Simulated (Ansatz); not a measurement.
The starting structures come from a database of crystals and need not be the phases stable at ambient conditions.

Inside the gap of an insulator the Bloch states are evanescent, with a wavenumber k + iκ along the transport direction.

Input:

```
CELL_PARAMETERS angstrom
      7.76094     0.00000     0.00000
     -3.88047     9.04189     0.00000
      0.00000    -4.04579     4.49590
ATOMIC_POSITIONS crystal
  Bi 0.85248 0.65506 0.41513
  Bi 0.34494 0.19742 0.95749
  Bi 0.80258 0.14752 0.90759
  Bi 0.14752 0.80258 0.06265
  Bi 0.65506 0.85248 0.11255
  Bi 0.19742 0.34494 0.60501
  Bi 0.33333 0.66667 0.42005
  Bi 0.66667 0.33333 0.58671
  O  0.92273 0.50412 0.96211
  O  0.49588 0.41861 0.87660
  O  0.58139 0.07727 0.53526
  O  0.07727 0.58139 0.53938
  O  0.50412 0.92273 0.88072
  O  0.41861 0.49588 0.45387
  O  0.11726 0.25166 0.89144
  O  0.74834 0.86560 0.50538
  O  0.13440 0.88274 0.52252
  O  0.88274 0.13440 0.27418
  O  0.25166 0.11726 0.25704
  O  0.86560 0.74834 0.88812
```

Space group of this cell: P31c. The cell is taken as given; by PBEsol its mean pressure is -1.0 GPa.

Transport runs along the normal of the first two printed cell vectors, the (101) plane of the conventional cell.

No gap correction and no spin-orbit coupling; mid-gap values are interpolated between computed energies.

Problem. Give the band gap and the smallest decay constant κ at mid-gap that Ansatz (an electronic-structure program) with PBEsol yields.

Solution. Gap 1.53 eV on a 8×8×8 mesh; κ = 0.197 1/Å, at the zone centre.
